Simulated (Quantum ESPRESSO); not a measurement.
Quantum ESPRESSO run on KCrCl3 (P1, 5 atoms in the cell): self-consistent single point.

Method: PBEsol, GBRV 1.5 ultrasoft (PBESOL) pseudopotentials (plane waves; Quantum ESPRESSO).

The change in words: atoms moved at random. Reference geometry:
```yaml
crystal:
  lattice:
    - [4.97792, 0.00000, 0.00000]
    - [0.00000, 4.97792, 0.00000]
    - [0.00000, 0.00000, 4.97062]
  atoms:
    - { symbol: K, position: [0.00000, 0.00000, 0.99676] }
    - { symbol: Cr, position: [0.50000, 0.50000, 0.48507], spin: 3.0 }
    - { symbol: Cl, position: [0.50000, 0.00000, 0.48536] }
    - { symbol: Cl, position: [0.00000, 0.50000, 0.48536] }
    - { symbol: Cl, position: [0.50000, 0.50000, 0.98504] }
```
(The spins are starting values, not results.)

Reference input (self-consistent single point, DFT, PBEsol, plane waves, GBRV 1.5 ultrasoft (PBESOL) pseudopotentials): ecutwfc = 50 Ry; ecutrho = 400 Ry; occupations = smearing; smearing = fermi-dirac; degauss = 0.0099958 Ry; nspin = 2; K_POINTS = automatic 5 5 5 0 0 0; conv_thr = 1e-10 Ry; mixing_beta = 0.3. This run's input differs from it in these lines:

```diff
@@ -29,7 +29,7 @@
 ATOMIC_POSITIONS crystal
-K     0.0000000000    0.0000000000    0.9967600000
-Cr    0.5000000000    0.5000000000    0.4850700000
-Cl    0.5000000000    0.0000000000    0.4853600000
-Cl    0.0000000000    0.5000000000    0.4853600000
-Cl    0.5000000000    0.5000000000    0.9850400000
+K    -0.0139600000   -0.0008400000    0.9970580000
+Cr    0.5010330000    0.4822140000    0.4889110000
+Cl    0.5087360000    0.0043130000    0.4728000000
+Cl    0.0151450000    0.5095870000    0.4886560000
+Cl    0.4890470000    0.5047260000    0.9901640000
 K_POINTS automatic
```

Log, with long lists cut:

```
     Self-consistent Calculation

     iteration #  1     ecut=    50.00 Ry     beta= 0.30

     Threshold (ethr) on eigenvalues was too large:
     Diagonalizing with lowered threshold

     negative rho (up, down):  2.336E-02 2.422E-02

     total energy              =    -332.38793205 Ry
     estimated scf accuracy    <       0.21277260 Ry

     total magnetization       =     3.99 Bohr mag/cell
     absolute magnetization    =     4.02 Bohr mag/cell

     iteration #  2     ecut=    50.00 Ry     beta= 0.30

     negative rho (up, down):  2.264E-02 2.442E-02

     total energy              =    -332.40199959 Ry
   [... lines left out ...]
     estimated scf accuracy    <          1.6E-10 Ry

     total magnetization       =     4.00 Bohr mag/cell
     absolute magnetization    =     4.14 Bohr mag/cell

     iteration # 16     ecut=    50.00 Ry     beta= 0.30

     negative rho (up, down):  2.196E-02 2.664E-02

     Magnetic moment per site  (integrated on atomic sphere of radius R)
     atom   1 (R=0.278)  charge=  7.9153  magn=  0.0018
     atom   2 (R=0.197)  charge= 11.8223  magn=  3.3797
     atom   3 (R=0.197)  charge=  5.1881  magn=  0.0108
     atom   4 (R=0.197)  charge=  5.1843  magn=  0.0078
     atom   5 (R=0.197)  charge=  5.1835  magn=  0.0072
     End of self-consistent calculation

     Number of k-points >= 100: set verbosity='high' to print the bands.

     the Fermi energy is     5.5375 ev

!    total energy              =    -332.41319196 Ry
     estimated scf accuracy    <          5.2E-11 Ry
     smearing contrib. (-TS)   =      -0.00505519 Ry
     internal energy E=F+TS    =    -332.40813678 Ry

     total magnetization       =     4.00 Bohr mag/cell
     absolute magnetization    =     4.14 Bohr mag/cell

     convergence has been achieved in  16 iterations

     negative rho (up, down):  2.196E-02 2.664E-02

     Forces acting on atoms (cartesian axes, Ry/au):

     atom    1 type  1   force =     0.00107731   -0.00040334   -0.00051020
     atom    2 type  2   force =     0.00754053    0.01802233    0.00006268
   [... lines left out ...]
     Total force =     0.029361     Total SCF correction =     0.000035
   [... lines left out ...]

     negative rho (up, down):  2.196E-02 2.664E-02
          total   stress  (Ry/bohr**3)                   (kbar)     P=      -19.65
  -0.00013952  -0.00000343  -0.00000235          -20.52       -0.50       -0.35
  -0.00000343  -0.00011687   0.00000069           -0.50      -17.19        0.10
  -0.00000235   0.00000069  -0.00014440           -0.35        0.10      -21.24

   JOB DONE.
```

The run converged in 16 iterations. Against the reference run the free energy rises by 9.5 meV/atom, the pressure goes from -2.23 to -1.97 GPa, the largest force goes from 0.014 to 0.502 eV/Å and the size of the net moment stays at 0.80 μB/atom.

The starting cell comes from a database of computed structures (which also holds hypothetical and non-ambient phases and stackings), without a prior relaxation at this level. For this run, on top of that: atoms moved at random. With one magnetic atom in the cell only a parallel order is possible.

Cost on one core of a shared machine: roughly 6 min.
